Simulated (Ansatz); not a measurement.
**Sr under a change: biaxial strain +0.42 %, plane normal [111], relaxed out of plane**

The parent structure is Sr in the fcc (Cu type) structure (space group Fm-3m, No. 225; a = 5.9225 Å). Axes: x, y, z lie along the cube axes.

One thing is altered: tensile biaxial strain of 0.42 % in the plane normal to [111], as in epitaxy on a mismatched substrate; the out-of-plane cell vector and the atoms relax.

Calculations: PBEsol/PAW in Ansatz (a quantum-chemistry and plane-wave program), no spin-orbit coupling. Γ-centred 14×14×14 mesh, Fermi–Dirac width 0.05 eV.

```csv
quantity,base,changed,shift
volume per atom,51.93 Å³,52.31 Å³,+0.374 Å³
space group,Fm-3m (No. 225),R-3m (No. 166),–
energy relative to the base (free energy F),0 meV/atom,+0.2 meV/atom,+0.2 meV/atom
"pressure (mean of the normal stresses, compression positive)",0.0 GPa,-0.1 GPa,-0.1 GPa
band gap,zero,zero,–
out-of-plane strain (rough),–,-0.12 %,–
mean in-plane stress (compression positive) (rough),–,-0.1 GPa,–
```

Final structure (turned so that z lies along the plane normal):

```
Sr
1.0
    4.20544     0.00000     0.00000
    2.10272     3.64202     0.00000
    2.10272    -1.21401     3.41526
Sr
1
Cartesian
  0.00000   0.00000   0.00000
```

Cost of the whole job for the changed cell (relaxation, final SCF and bands): very roughly 21 core-seconds.

Without a gap, meshes like the base's 14×14×14 leave anisotropic stresses uncertain by several tenths of a GPa, and small strain energies with them. Whether these cells are dynamically stable was not tested.
